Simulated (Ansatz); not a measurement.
A self-consistent single point of AlInSb₂ (Pmm2, 4 atoms in the cell) with Ansatz (a program for electronic structure).

Method of the run: LDA (PW92), default PAW files made with PBE (plane waves; Ansatz).

The change in words: lattice scaled by 0.98; basis.ecutrho_ratio: default → 8. Reference geometry:
```xyz
4
Lattice="4.4927 0.0000 0.0000 0.0000 4.4927 0.0000 0.0000 0.0000 6.3298" Properties=species:S:1:pos:R:3 pbc="T T T"
Al     0.0000     0.0000     0.0500
In     2.2463     2.2463     3.1649
Sb     0.0000     2.2463     1.4772
Sb     2.2463     0.0000     4.8526
```

Reference input (self-consistent single point, DFT, LDA (PW92), plane waves, default PAW files made with PBE): basis.ecutwfc = 420 eV; kpoints.mp_grid.grid = 5 5 3; hamiltonian.xc = lda; hamiltonian.pseudopotentials = {kind: paw} (the program's default PAW files); scf.occupations.method = fermi_dirac; scf.occupations.width = 0.01 eV. This run's input differs from it in these lines:

Ansatz 0.2 input:
```diff
@@ -3,5 +3,5 @@
   lattice:
-    - [4.492651, 0.000000, 0.000000]
-    - [0.000000, 4.492651, 0.000000]
-    - [0.000000, 0.000000, 6.329774]
+    - [4.402798, 0.000000, 0.000000]
+    - [0.000000, 4.402798, 0.000000]
+    - [0.000000, 0.000000, 6.203179]
   atoms:
@@ -13,2 +13,3 @@
   ecutwfc: 420.0 eV
+  ecutrho_ratio: 8
 kpoints:
```

Output, abridged:

```
SCF iter   1: F=—  HF=-18642.077924 eV  |F-HF|=—  |Δ(HF+E_count)|=         —  Δρ=6.25e-3  dr2=2.83e-2  ethr=1.77e-3  ⟨swp⟩=7.9  Hψ=2663  notcnv=0
all-band conjugate gradients solve this SCF's bands
preconditioner: auto → Resta (q_TF=auto, 2.325 Å⁻¹)
SCF iter   2: F=—  HF=-18642.069260 eV  |F-HF|=—  |Δ(HF+E_count)|=   8.66e-3  Δρ=2.85e-3  dr2=5.87e-3  ethr=6.16e-5  ⟨swp⟩=3.1  Hψ=1042  notcnv=0  defer=18
   [... lines left out ...]
SCF iter   4: F=—  HF=-18642.067986 eV  |F-HF|=—  |Δ(HF+E_count)|=   2.43e-6  Δρ=1.46e-4  dr2=3.53e-5  ethr=4.92e-7  ⟨swp⟩=2.0  Hψ=896  notcnv=0  defer=18
SCF iter   5: F=—  HF=-18642.067990 eV  |F-HF|=—  |Δ(HF+E_count)|=   4.36e-6  Δρ=3.87e-5  dr2=3.08e-6  ethr=7.67e-8  ⟨swp⟩=2.0  Hψ=898  notcnv=0  defer=18
SCF iter   6: F=—  HF=-18642.067991 eV  |F-HF|=—  |Δ(HF+E_count)|=   1.12e-6  Δρ=9.04e-6  dr2=1.46e-7  ethr=6.69e-9  ⟨swp⟩=2.0  Hψ=627  notcnv=0  defer=18
SCF iter   7: F=-18642.067991 eV  HF=-18642.067991 eV  |F-HF|=1.21e-8  |Δ(HF+E_count)|=   2.32e-9  Δρ=3.03e-6  dr2=1.95e-8  ethr=2.17e-10  ⟨swp⟩=9.9  Hψ=2204  notcnv=0
SCF 1 converged in 7 iterations: F = -18642.067991 eV  dr2 = 1.95e-8
Free energy (F): -18642.067991 eV
Internal energy: -18642.067991 eV  (E = F + TS)
E sigma→0 (E₀):  -18642.067991 eV
Fermi energy:    7.517171 eV
--- Forces (eV/Å), atoms counted from 1 ---
  atom   1  Al    -0.00000000     0.00000000    -0.45725313
  atom   2  In     0.00000000     0.00000000     0.07734483
  atom   3  Sb     0.00000000     0.00000000     0.19692735
  atom   4  Sb     0.00000000     0.00000000     0.18297364
--- Stress (GPa, compression-positive) ---
        0.983297       0.000000       0.000000
        0.000000       2.060997       0.000000
        0.000000       0.000000       1.219716
  P = ⅓ Tr σ = 1.4213 GPa (14.213 kbar)
  The stress holds the Pulay correction. Without it, at fixed plane waves, as pw.x and ABINIT print it: P = 1.3889 GPa
```

The run converged in 7 iterations. Against the reference run the free energy goes down by 2.4 meV/atom, the pressure goes from -1.66 to 1.42 GPa, the largest force goes from 0.413 to 0.457 eV/Å and the gap on the mesh goes from 0.261 to 0.661 eV.

The starting cell comes from a database of computed structures (which also holds hypothetical and non-ambient phases and stackings), without a prior relaxation at this level. Its lattice was rescaled by up to half a per cent. One atom was moved a little off its site on purpose. For this run, on top of that: lattice scaled by 0.98. Spin-orbit coupling is off. Ansatz's pressure includes its estimate of the finite-basis (Pulay) stress.
